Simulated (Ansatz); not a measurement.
System: AlN (P6₃/mmc, No. 194, 4 atoms in the cell; start mp-13178; a measured phase of this formula has another space group). Method: LDA (Ansatz, a first-principles code, plane waves, PAW).

Run with plane-wave cutoff 520 eV, 12×12×8 k mesh (along the axes of the cell as run), Fermi–Dirac smearing 0.01 eV, scalar-relativistic PAW data made under PBE.

Computed at the level's own relaxed cell.

```xyz
4
Lattice="3.2757 0.0000 0.0000 -1.6379 2.8369 0.0000 0.0000 0.0000 4.1019" Properties=species:S:1:pos:R:3 pbc="T T T"
Al     0.0000     1.8912     3.0764
Al     1.6379     0.9456     1.0255
N      0.0000     1.8912     1.0255
N      1.6379     0.9456     3.0764
```

List the 10 lowest band energies at Γ above −25 eV (eV, relative to the valence band maximum), grouping those that round alike.

At Γ: -16.93, -12.94, -7.09, -3.39 (×2), -1.64 (×2), 0.00, 3.62, 4.60.

A start named mp-… is a Materials Project structure, which need not be a measured phase.
